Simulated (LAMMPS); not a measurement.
An MD run on a melt of Al (fcc) with 90 % of Al sites Cu, 2048 atoms, cooled from 1840 K to 300 K at 1e+13 K/s, at zero pressure.

Model: classical MD, pair style eam/alloy, file AlCu.eam.alloy; code LAMMPS.

state found: crystallised
density: 7.88 g/cm³ (one sample)
volume per atom: 12.6 Å³ (one sample)
enthalpy per atom: -3.450 eV (one sample)
first peak of g(r), Al-Cu: 2.60 Å, height 5.4
coordination number of Al by Cu: 12.3 (counted to 3.30 Å)
coordination number of Cu by Al: 1.36 (counted to 3.30 Å)
first peak of g(r), Cu-Cu: 2.54 Å, height 5.1
coordination number of Cu by Cu: 11.1 (counted to 3.26 Å)
first peak of g(r), Al-Al: 2.67 Å, height 2.6
coordination number of Al by Al: 0.68 (counted to 3.46 Å)
most common Al-Cu-Cu angle: in the 3° bin centred on 58.5° (mean of all 96°)
most common Cu-Cu-Cu angle: in the 3° bin centred on 58.5° (mean of all 97°)
most common Cu-Al-Cu angle: in the 3° bin centred on 58.5° (mean of all 96°)
mean frequency of the velocity spectrum: 4.9 THz
cost: very roughly 10 core-minutes

Potential: file AlCu.eam.alloy of the LAMMPS distribution; its header cites Cai and Ye, Phys Rev B, 54, 8398-8410 (1996).

Caution: the cell keeps the atom count and shape of the starting crystal, which eases freezing.

```
T (K)  potential energy (eV/atom)
-----  --------------------------
1814                      -3.1538
1763                      -3.1658
1712                      -3.1756
1660                      -3.1887
1609                      -3.1993
1558                      -3.2094
1506                      -3.2224
1455                      -3.2319
1404                      -3.2454
1352                      -3.2563
1301                      -3.2674
1250                      -3.2782
1198                      -3.2911
1147                      -3.3025
1096                      -3.3144
1044                      -3.3272
993.0                     -3.3405
941.7                     -3.3495
890.3                     -3.3627
839.0                     -3.3776
787.7                     -3.3917
736.3                     -3.4011
685.0                     -3.4134
633.7                     -3.4238
582.3                     -3.4339
531.0                     -3.4433
479.7                     -3.4526
428.3                     -3.4625
377.0                     -3.4711
325.7                     -3.4793
```

```csv
frequency (THz),"spectral density (1/THz), total","spectral density (1/THz), Al","spectral density (1/THz), Cu"
0.06150,0.0146,0.0006,0.0140
0.3065,0.0165,0.0006,0.0159
0.5520,0.0217,0.0008,0.0209
0.7975,0.0299,0.0012,0.0288
1.043,0.0405,0.0016,0.0389
1.288,0.0530,0.0020,0.0510
1.534,0.0653,0.0023,0.0630
1.779,0.0769,0.0026,0.0743
2.024,0.0917,0.0029,0.0888
2.270,0.1109,0.0033,0.1076
2.516,0.1282,0.0036,0.1246
2.760,0.1410,0.0041,0.1370
3.006,0.1547,0.0046,0.1501
3.252,0.1690,0.0049,0.1642
3.497,0.1767,0.0049,0.1718
3.742,0.1786,0.0050,0.1736
3.988,0.1812,0.0053,0.1759
4.233,0.1820,0.0055,0.1765
4.479,0.1768,0.0055,0.1713
4.723,0.1695,0.0053,0.1642
4.970,0.1630,0.0053,0.1577
5.214,0.1552,0.0056,0.1497
5.460,0.1489,0.0058,0.1430
5.706,0.1463,0.0060,0.1403
5.950,0.1437,0.0063,0.1374
6.197,0.1401,0.0066,0.1336
6.441,0.1366,0.0065,0.1302
6.687,0.1289,0.0065,0.1224
6.933,0.1135,0.0076,0.1059
7.178,0.0932,0.0095,0.0836
7.423,0.0728,0.0114,0.0614
7.668,0.0567,0.0133,0.0434
7.914,0.0468,0.0156,0.0312
8.160,0.0417,0.0178,0.0239
8.404,0.0401,0.0204,0.0197
8.650,0.0412,0.0240,0.0173
8.896,0.0423,0.0269,0.0154
9.141,0.0401,0.0267,0.0135
9.386,0.0349,0.0237,0.0113
9.631,0.0287,0.0197,0.0090
9.877,0.0219,0.0150,0.0069
10.12,0.0156,0.0106,0.0050
10.37,0.0113,0.0077,0.0036
10.61,0.0085,0.0058,0.0027
10.86,0.0058,0.0037,0.0021
11.10,0.0037,0.0021,0.0017
11.35,0.0028,0.0014,0.0014
11.59,0.0023,0.0012,0.0011
11.84,0.0018,0.0009,0.0010
12.09,0.0015,0.0006,0.0008
```
